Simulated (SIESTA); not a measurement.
**Input and output of a self-consistent single point for W (Im-3m, 1 atom in the cell) (SIESTA)**

Method of the run: SIESTA 5.4.2 with GGA PBE, numerical atomic orbitals DZP, PseudoDojo PBE standard norm-conserving potentials (rewritten from UPF to PSML).

This input was run:

```
# files in the folder: W.psml (PseudoDojo PBE standard)
SystemName  W
SystemLabel W

NumberOfAtoms                1
NumberOfSpecies              1
%block ChemicalSpeciesLabel
  1 74 W
%endblock ChemicalSpeciesLabel
LatticeConstant              1.0 Bohr
%block LatticeVectors
    -2.970838441    2.970838441    2.970838441
     2.970838441   -2.970838441    2.970838441
     2.970838441    2.970838441   -2.970838441
%endblock LatticeVectors
AtomicCoordinatesFormat      Ang
%block AtomicCoordinatesAndAtomicSpecies
     0.000000000    0.000000000    0.000000000  1
%endblock AtomicCoordinatesAndAtomicSpecies

XC.functional                GGA
XC.authors                   PBE
PAO.BasisSize                DZP
PAO.EnergyShift              0.005 Ry
MeshCutoff                   350 Ry
%block kgrid.MonkhorstPack
    7   0   0  0.0
    0   7   0  0.0
    0   0   7  0.0
%endblock kgrid.MonkhorstPack
OccupationFunction           FD
ElectronicTemperature        0.1 eV

MaxSCFIterations             150
SCF.Mixer.Method             Pulay
SCF.Mixer.Weight             0.2
SCF.Mixer.History            6
SCF.DM.Tolerance             1.0E-05
Diag.ParallelOverK           true
WriteForces                  true
```

Output (repeated stretches shortened):

```
reinit: Reading from file input.fdf

reinit: System Name: W
reinit: System Label: W

coor:   Atomic-coordinates input format  =     Cartesian coordinates
coor:                                          (in Angstroms)

siesta: Atomic coordinates (Bohr) and species
siesta:      0.00000   0.00000   0.00000  1        1

siesta: System type = bulk

initatomlists: Number of atoms, orbitals, and projectors:      1    19    32

siesta: ******************** Simulation parameters ****************************
redata: Spin configuration                          = none
redata: Time-Reversal Symmetry                      = T
redata: Number of Atomic Species                    =        1
redata: Mesh Cutoff                                 =   350.0000 Ry
redata: Net charge of the system                    =     0.0000 |e|
redata: Min. number of SCF Iter                     =        0
redata: Max. number of SCF Iter                     =      150
redata: SCF convergence failure will abort job
redata: SCF mix quantity                            = Hamiltonian
redata: Mix DM or H after convergence               =   F
redata: Recompute H after scf cycle                 =   F
redata: Mix DM in first SCF step                    =   T
redata: No kicks to SCF
redata: DM Mixing Weight for Kicks                  =     0.5000
redata: Require Harris convergence for SCF          =   F
redata: Harris energy tolerance for SCF             =     0.000100 eV
redata: Require DM convergence for SCF              =   T
redata: DM tolerance for SCF                        =     0.000010
redata: Require EDM convergence for SCF             =   F
redata: EDM tolerance for SCF                       =     0.001000 eV
redata: Require H convergence for SCF               =   T
redata: Hamiltonian tolerance for SCF               =     0.001000 eV
redata: Require (free) Energy convergence for SCF   =   F
redata: (free) Energy tolerance for SCF             =     0.000100 eV
redata: Using DFT-D3 dispersion                     =   F
redata: Using Saved Data (generic)                  =   F
redata: Method of Calculation                       = Diagonalization
redata: Electronic Temperature                      =  1160.4518 K
redata: Number of TDED substeps                     =        3
redata: Dynamics option                             = Single-point calculation
redata: Save all siesta data in one NC              =   F
redata: ***********************************************************************

%block SCF.Mixers
  Pulay
%endblock SCF.Mixers

%block SCF.Mixer.Pulay
  # Mixing method
  method pulay
  variant stable

  # Mixing options
  weight 0.2000
  weight.linear 0.2000
  history 6
%endblock SCF.Mixer.Pulay

DM_history_depth set to one: no extrapolation allowed by default for geometry relaxation
Size of DM history Fstack: 1
Total number of electrons:    14.000000
Total ionic charge:    14.000000

* ProcessorY, Blocksize:    1  20

* Orbital distribution balance (max,min):    19    19

 Kpoints in:          196 . Kpoints trimmed:          172

siesta: k-grid: Number of k-points = 172
siesta: k-points from Monkhorst-Pack grid
siesta: k-cutoff (effective) =     9.530 Ang
siesta: k-point supercell and displacements
siesta: k-grid:     7     0     0      0.000
siesta: k-grid:     0     7     0      0.000
siesta: k-grid:     0     0     7      0.000

diag: Algorithm                                     = D&C
diag: Parallel over k                               =   F
diag: Use parallel 2D distribution                  =   F
diag: Parallel block-size                           = 20
diag: Parallel distribution                         =     1 x     1
diag: Used triangular part                          = Lower
diag: Absolute tolerance                            =  0.100E-15
diag: Orthogonalization factor                      =  0.100E-05
diag: Memory factor                                 =  1.0000

superc: Internal auxiliary supercell:     9 x     9 x     9  =     729
superc: Number of atoms, orbitals, and projectors:    729  13851  23328

                        Single-point calculation

superc: Internal auxiliary supercell:     9 x     9 x     9  =     729
superc: Number of atoms, orbitals, and projectors:    729  13851  23328

outcell: Unit cell vectors (Ang):
       -1.572100    1.572100    1.572100
        1.572100   -1.572100    1.572100
        1.572100    1.572100   -1.572100

outcell: Cell vector modules (Ang)   :    2.722957    2.722957    2.722957
outcell: Cell angles (23,13,12) (deg):    109.4712    109.4712    109.4712
outcell: Cell volume (Ang**3)        :     15.5418
new_DM -- step:     1
Initializing Density Matrix...

Attempting to read DM from file... Failed...
DM filled with atomic data:

InitMesh: MESH = 30 x 30 x 30 = 27000
InitMesh: Mesh cutoff (required, used) =   350.000   503.216 Ry

stepf: Fermi-Dirac step function

        iscf     Eharris(eV)        E_KS(eV)     FreeEng(eV)     dDmax    Ef(eV) dHmax(eV)
   scf:    1    -2055.377619    -2063.045653    -2063.070446  1.353647 -3.086192  4.191032
   scf:    2    -2063.420946    -2063.239624    -2063.265170  0.140749 -3.333133  2.905428
   scf:    3    -2063.519346    -2063.415598    -2063.446714  0.256745 -3.868032  0.058026
   scf:    4    -2063.415985    -2063.415911    -2063.446854  0.011485 -3.846142  0.089042
   scf:    5    -2063.416073    -2063.416007    -2063.446973  0.004922 -3.864285  0.009725
   scf:    6    -2063.415975    -2063.415992    -2063.446975  0.000867 -3.867194  0.001911
   scf:    7    -2063.416001    -2063.415996    -2063.446976  0.000188 -3.866643  0.000297
   scf:    8    -2063.415995    -2063.415996    -2063.446976  0.000026 -3.866718  0.000003
   scf:    9    -2063.415996    -2063.415996    -2063.446976  0.000000 -3.866718  0.000000

SCF Convergence by DM+H criterion
max |DM_out - DM_in|         :     0.0000002044
max |H_out - H_in|      (eV) :     0.0000001999
SCF cycle converged after 9 iterations

Using DM_out to compute the final energy and forces

siesta: E_KS(eV) =            -2063.4160

siesta: E_KS - E_eggbox =     -2063.4160

siesta: Atomic forces (eV/Ang):
     1   -0.000000    0.000000    0.000000
   Tot   -0.000000    0.000000    0.000000
   Max    0.000000
   Res    0.000000    sqrt( Sum f_i^2 / 3N )
   Max    0.000000    constrained

Stress tensor Voigt[x,y,z,yz,xz,xy] (kbar):     -156.75     -156.75     -156.75        0.04        0.04        0.04
(Free)E + p*V (eV/cell)    -2061.9264
Target enthalpy (eV/cell)    -2063.4470

siesta: Program's energy decomposition (eV):
siesta: Ebs     =      -454.954219
siesta: Eions   =      3738.163602
siesta: Ena     =      1196.732931
siesta: Ekin    =       553.608952
siesta: Enl     =       342.449042
siesta: Eso     =         0.000000
siesta: Edftu   =         0.000000
siesta: DEna    =        32.699290
siesta: DUscf   =         0.658549
siesta: DUext   =         0.000000
siesta: Ex      =      -420.793031
siesta: Ec      =       -30.608127
siesta: Exc     =      -451.401158
siesta: Eharris =     -2063.415996
siesta: Etot    =     -2063.415996
siesta: FreeEng =     -2063.446976

siesta: Stress tensor (static) (eV/Ang**3):
siesta:    -0.097837    0.000026    0.000026
siesta:     0.000026   -0.097837    0.000026
siesta:     0.000026    0.000026   -0.097837

siesta: Cell volume =         15.541771 Ang**3

siesta: Pressure (static):
siesta:                Solid            Molecule  Units
siesta:           0.00106558          0.00106558  Ry/Bohr**3
siesta:           0.09783715          0.09783715  eV/Ang**3
siesta:         156.75240242        156.75240242  kBar
```

The run converged in 9 iterations.

The starting cell has typed, rounded lattice constants, without a prior relaxation at this level. Its lattice was rescaled by up to half a per cent. Spin polarisation is off. Values carry the incompleteness of an atom-centred basis. With a pressure of about 16 GPa the cell is away from its equilibrium volume at this level.
